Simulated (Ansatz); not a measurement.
## A computed series for AlN: thickness series

The reference is AlN in the zinc blende structure (space group F-43m, No. 216; a = 4.3695 Å). Axes: x, y, z lie along the cube axes.

Free-standing slabs (2 atom(s) a layer) normal to [110] with 15 Å of vacuum; in-plane cell held at bulk.

Level of theory: r2SCAN (Ansatz, an electronic-structure program), without spin-orbit coupling, earlier PAW set.

Candidates:
(a) 5 layers
(b) 2 layers
(c) 4 layers

Base values:

Band gap: 3.93 eV

Task: Order them by band gap, highest first.

Result: (b) 2 layers (3.38 eV), (c) 4 layers (3.01 eV), (a) 5 layers (2.84 eV)

No phonon test of stability was made. This is not the structure that AlN has at room temperature and ambient pressure.
